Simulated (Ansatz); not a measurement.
**MoP2, pressure series**

Base system: MoP$_{2}$ (space group Cmc2_1, No. 36; a cell from a computed database, its experimental status unchecked).

```yaml
crystal:
  lattice:
    - [1.56180, -5.57111, 0.00000]
    - [1.56180, 5.57111, 0.00000]
    - [0.00000, 0.00000, 4.95200]
  atoms:
    - { symbol: Mo, position: [0.90674, 0.09326, 0.49770] }
    - { symbol: Mo, position: [0.09326, 0.90674, 0.99770] }
    - { symbol: P, position: [0.56992, 0.43008, 0.37992] }
    - { symbol: P, position: [0.43008, 0.56992, 0.87992] }
    - { symbol: P, position: [0.29676, 0.70324, 0.19739] }
    - { symbol: P, position: [0.70324, 0.29676, 0.69739] }
```

Cell and atoms are relaxed at each pressure.

Computed with DFT with PBEsol, PAW potentials and a 420 eV plane-wave cutoff in Ansatz (an electronic-structure program), no SOC.

Notes on the quantities. enthalpy: H = E + PV relative to the base's energy.

```tsv
case	enthalpy	volume per atom
base	–	14.36 Å³
pressure 0.3 GPa	+0.03 eV/atom	14.34 Å³
pressure 0.7 GPa	+0.06 eV/atom	14.31 Å³
pressure 1.5 GPa	+0.13 eV/atom	14.25 Å³
```

Load acts through the strain it causes; cell and atoms are relaxed under it. Whether these cells are dynamically stable was not tested. The final runs are not spin-polarised.
